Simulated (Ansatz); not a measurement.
Tb: element substitutions

Base system: Tb in the hcp (Mg type) structure (space group P6_3/mmc, No. 194; ferromagnetic).

```
Tb
1.0
    3.60215     0.00000     0.00000
   -1.80107     3.11955     0.00000
    0.00000     0.00000     5.78147
Tb
2
Direct
  0.33333   0.66667   0.75000
  0.66667   0.33333   0.25000
```

Each row replaces one element on all its sites; cell and atoms are relaxed.

Computed with PBE (Ansatz, a program for electronic structure), scalar-relativistic without spin-orbit coupling, earlier PAW set.

| case | density | shortest interatomic distance |
|---|---|---|
| base | 8.12 g/cm³ | 3.561 Å |
| Tb → Mg | 1.76 g/cm³ | 3.186 Å |
| Tb → La | 6.13 g/cm³ | 3.754 Å |
| Tb → Hf | 13.15 g/cm³ | 3.138 Å |

The magnetic state is the one reached from the starting moments; the real material's order can differ, and small cells can't hold many antiferromagnetic ones. The 4f electrons are in the valence with no U and their state was not checked, so volumes and moments can be off. Stability against distortions was not tested. Spin-polarised in the final run: base; the other runs are not.
